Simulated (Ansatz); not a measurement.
The starting structures come from a database of crystals and need not be the phases stable at ambient conditions.

By PBEsol, the system below comes out a metal.

Without scattering a metal conducts by its projected Fermi surface.

Consider the following.

```
Pd
1.0
    2.82535     0.00000     0.00000
   -1.41267     2.44682     0.00000
    1.41267     0.81561     2.26165
Pd
1
Direct
  0.00000   0.00000   0.00000
```

The cell is strained (lengths across the current scaled by 1.02, ions clamped); by PBEsol it stands under a pressure of -11.9 GPa.

The current flows along the normal of the first two printed cell vectors, the (111) (indices of the unstrained crystal) plane of the conventional cell. No spin-orbit coupling; the value is a mean over 0.1 eV about the Fermi level.

Question: Give the ballistic conductance per area that PBEsol (Ansatz, a quantum-chemistry and plane-wave program) yields.

Answer: 1.8 × 10¹⁵ S/m² for both spins.
